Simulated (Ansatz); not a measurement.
Consider InSb in the rock salt structure (space group Fm-3m, No. 225; a = 6.0346 Å; a model cell, its experimental status unchecked). Axes: x, y, z lie along the cube axes.

Method: PBEsol/PAW in Ansatz (a quantum-chemistry and plane-wave program), scalar-relativistic without spin-orbit coupling.

Base values:

```
Quantity                            Value
-----------------------------  ----------
Pressure                          0.0 GPa
Shortest interatomic distance  5.702 bohr
```

One thing is altered: strain tensor (xx, yy, zz, yz, xz, xy) = (+1.50, +0.08, −1.62, −0.12, +2.19, +0.03) %; the atoms relax in the strained cell.

Task: Predict the new pressure.

Result: The pressure (mean of the normal stresses, compression positive) goes from zero to 0.2 GPa.

Task: Estimate the effect on the energy relative to the base.

Result: The energy increases by 4.8 meV/atom.

Task: What happens to the shortest interatomic distance?

Result: The shortest interatomic distance shrinks by 0.091 bohr (5.702 bohr → 5.611 bohr).

Without a gap, meshes like the base's 13×13×13 leave anisotropic stresses uncertain by several tenths of a GPa, and small strain energies with them. Stability against distortions was not tested. The final runs are not spin-polarised. This is not the structure that InSb has at room temperature and ambient pressure.
